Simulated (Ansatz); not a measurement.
Start from Cu in the fcc (Cu type) structure (space group Fm-3m, No. 225; relaxed with 0.1 eV smearing).

```yaml
crystal:
  lattice:
    - [0.00000, 1.78838, 1.78838]
    - [1.78838, 0.00000, 1.78838]
    - [1.78838, 1.78838, 0.00000]
  atoms:
    - { symbol: Cu, position: [0.00000, 0.00000, 0.00000] }
```

Computed with r2SCAN in Ansatz (plane waves to 500 eV, PAW, no spin-orbit coupling).

Strains are applied to the cell and any free atomic positions relax.

One change was made to it. Results:

The energy rises by 1.3 meV/atom; the pressure goes from zero to 2.5 GPa.

**Question.** Name the change that was made.
A. isotropic strain −0.50 %
B. isotropic strain −1.00 %
C. isotropic strain −1.50 %

**Answer.** A, isotropic strain −0.50 %. For comparison, the energy relative to the base in the other runs: isotropic strain −1.50 % gives +13 meV/atom; isotropic strain −1.00 % gives +5.4 meV/atom.

No phonon test of stability was made. The final runs are not spin-polarised.

Ansatz is a first-principles code.
